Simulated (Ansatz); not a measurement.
**Mg2Sn: response to strain**

The reference is Mg2Sn (space group Fm-3m, No. 225; a = 6.7471 Å; relaxed with 0.1 eV smearing). Axes: x, y, z lie along the cube axes.

Strains are applied to the cell and any free atomic positions relax; under biaxial strain the out-of-plane vector relaxes too.

Calculations: Ansatz (a program for electronic structure) PBEsol, no SOC.

Notes on the quantities. energy relative to the base: free energy F; in-plane stress: mean in-plane stress (compression positive).

| case | energy relative to the base | in-plane stress | shortest interatomic distance |
|---|---|---|---|
| base | 0 meV/atom | – | 2.922 Å |
| biaxial strain −2.50 %, plane normal [111], relaxed out of plane | +10 meV/atom | +2.6 GPa | 2.871 Å |
| biaxial strain −2.08 %, plane normal [111], relaxed out of plane | +6.9 meV/atom | +2.2 GPa | 2.879 Å |
| biaxial strain −0.83 %, plane normal [111], relaxed out of plane | +1.1 meV/atom | +0.8 GPa | 2.905 Å |
| biaxial strain −0.42 %, plane normal [111], relaxed out of plane | +0.3 meV/atom | +0.4 GPa | 2.913 Å |
| biaxial strain +0.83 %, plane normal [111], relaxed out of plane | +1.0 meV/atom | -0.8 GPa | 2.918 Å |
| biaxial strain +1.25 %, plane normal [111], relaxed out of plane | +2.3 meV/atom | -1.1 GPa | 2.916 Å |
| biaxial strain +1.67 %, plane normal [111], relaxed out of plane | +4.1 meV/atom | -1.5 GPa | 2.914 Å |
| biaxial strain +2.08 %, plane normal [111], relaxed out of plane | +6.2 meV/atom | -1.8 GPa | 2.912 Å |
| biaxial strain +2.50 %, plane normal [111], relaxed out of plane | +8.9 meV/atom | -2.1 GPa | 2.910 Å |

No phonon test of stability was made.
